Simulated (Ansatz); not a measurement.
**W on the Si site (3C silicon carbide host)**

Method: PBE, PAW (plane waves to 420 eV; Ansatz, an electronic-structure program). Cell: 64 sites, 2×2×2; final energies on a 2×2×2 shifted mesh. Site at the start: the Si site. Energies of charged states are corrected for periodic images (point charge plus alignment at distant sites). Dielectric constants: PBE linear response of the host. Host gap at this level: 1.37 eV. These values are not converged in cell size to better than tenths of an eV. PBE underestimates the host's gap, which shifts levels and can delocalise carriers. Spin–orbit coupling is left out, which matters for these heavy elements. Each state is the lowest found from its start.

Formation energies E_f are given with the Fermi level at the valence-band maximum. Chemical conditions: C-rich (Δμ(Si) = -0.41 eV, Δμ(W) = -0.29 eV, bounded by hexagonal WC; only phases computed here count, gases as isolated molecules at 0 K); Si-rich (Δμ(Si) = 0.00 eV, Δμ(W) = -1.02 eV, bounded by tetragonal WSi2; only phases computed here count, gases as isolated molecules at 0 K). Reference phases: Si: silicon, W: bcc W.

| charge | moment (μB) | largest move off a lattice site (Å) | image correction with alignment (eV) | E_f, C-rich (eV) | E_f, Si-rich (eV) | above the lowest spin state (eV) |
|---|---|---|---|---|---|---|
| +2 | not spin-polarised | 0.07 | 1.42 | 2.27 | 3.40 | 0.00 |
| +1† | 1.0 | 0.10 | 0.52 | – | – | 0.00 |
| 0† | 2.0 | 0.13 | 0.00 | 4.35 | 5.48 | 0.00 |
| 0* | not spin-polarised | 0.15 | – | – | – | 0.32 |
| −1† | 3.0 | 0.14 | -0.17 | – | – | 0.00 |
| −1† | 3.0 | 0.14 | -0.17 | – | – | 0.00 |

* At this level the carrier isn't localised at the defect: . Such a state is shallow or no state of the defect, and this cell gives it no level.

† Not settled in this cell, so no level is given: charge +1: a level filled in part; charge 0: a level filled in part, carriers not clearly localised, level within 0.1 eV of a band edge or past it; charge −1: carriers not clearly localised, level within 0.1 eV of a band edge or past it.

Starting moments that weren't kept: charge −1 began with 1 μB and ended with 3.0.

Flagged in the runs: a doubtful potential alignment.
